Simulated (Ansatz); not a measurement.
The starting structures come from a database of crystals and need not be the phases stable at ambient conditions.

 Where the default PAW files enter, the runs use the earlier of Ansatz's two default sets.

Tunnelling through a barrier is set by its complex band structure: the current falls as exp(−2κd) with the smallest κ.

Consider the following.

```yaml
crystal:
  lattice:
    - [4.43833, 0.00000, 0.00000]
    - [0.20669, 6.34604, 0.00000]
    - [0.10335, 3.17302, 3.10162]
  atoms:
    - { symbol: K, position: [0.99167, 0.99167, 0.00000] }
    - { symbol: I, position: [0.49315, 0.49315, 0.00000] }
    - { symbol: O, position: [0.45458, 0.45459, 0.44632] }
    - { symbol: O, position: [0.45458, 0.90091, 0.55368] }
    - { symbol: O, position: [0.90091, 0.45459, 0.00000] }
```

Space group of this cell: R3m. The cell is taken as given; by PBEsol its mean pressure is 1.1 GPa.

Transport runs along the normal of the first two printed cell vectors, the (110) plane of the conventional cell.

The gap is the functional's own, uncorrected, and κ follows it; spin-orbit coupling is left out. Mid-gap values are interpolated between the computed energies.

**Question.** Predict the band gap and the smallest decay constant κ at mid-gap from PBEsol (Ansatz, an electronic-structure program).

**Answer.** Gap 2.46 eV on a 10×10×10 mesh; κ = 0.283 1/Å, at (0.500, 0.000) of the in-plane reciprocal vectors. At the zone centre, at the nearest computed energy, the slowest state has κ = 0.34 1/Å.
